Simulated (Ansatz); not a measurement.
The reference is TiC in the rock salt structure (space group Fm-3m, No. 225; relaxed with 0.1 eV smearing).

```xyz
2
Lattice="0.0000 2.1639 2.1639 2.1639 0.0000 2.1639 2.1639 2.1639 0.0000" Properties=species:S:1:pos:R:3 pbc="T T T"
Ti     0.0000     0.0000     0.0000
C      2.1639     2.1639     2.1639
```

Cartesian axes are those of the cell as printed.

The values are results of DFT with r2SCAN, PAW potentials and a 500 eV plane-wave cutoff in Ansatz (a program for electronic structure), no spin-orbit coupling, not measurements.

Strains are applied to the cell and any free atomic positions relax.

One change was made to it. Results:

| quantity | base | after |
|---|---|---|
| energy relative to the base (free energy F) | 0 meV/atom | +3.1 meV/atom |
| pressure (mean of the normal stresses, compression positive) | 0.0 GPa | 0.0 GPa |

Problem. Name the change that was made.
A. tensor shear ε_xy = +0.86 %
B. tensor shear ε_xy = +1.14 %
C. tensor shear ε_xy = +1.71 %
D. tensor shear ε_xy = +1.43 %

Solution. B, tensor shear ε_xy = +1.14 %. For comparison, the energy relative to the base in the other runs: tensor shear ε_xy = +1.71 % gives +7.0 meV/atom; tensor shear ε_xy = +1.43 % gives +4.9 meV/atom; tensor shear ε_xy = +0.86 % gives +1.8 meV/atom.

Stability against distortions was not tested. All final runs are without spin polarisation.
